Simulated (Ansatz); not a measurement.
**Equilibrium lattice constant a of LaGeO (model structure, started from the ZrSiS type, P4/nmm, No. 129, 6 atoms in the cell) at several levels of theory**

No measured value is used here.

Task: Put these levels in order of the equilibrium lattice constant a that they give for LaGeO (model structure, started from the ZrSiS type, P4/nmm, No. 129, 6 atoms in the cell), smallest first: LDA (Ansatz, a first-principles code), PBE (Ansatz), PBEsol (Ansatz), r²SCAN (Ansatz).

Result: LDA (3.531 Å), PBEsol (3.564 Å), r²SCAN (3.595 Å), PBE (3.619 Å)

Cutoffs differ between the levels. Ansatz's density-functional and Hartree–Fock values are scalar-relativistic unless marked +SOC, with PAW data made under PBE.

A model structure was made by putting elements into a prototype or built by hand; it is no filed structure, need not be a known phase, and can be a saddle point held by its symmetry.
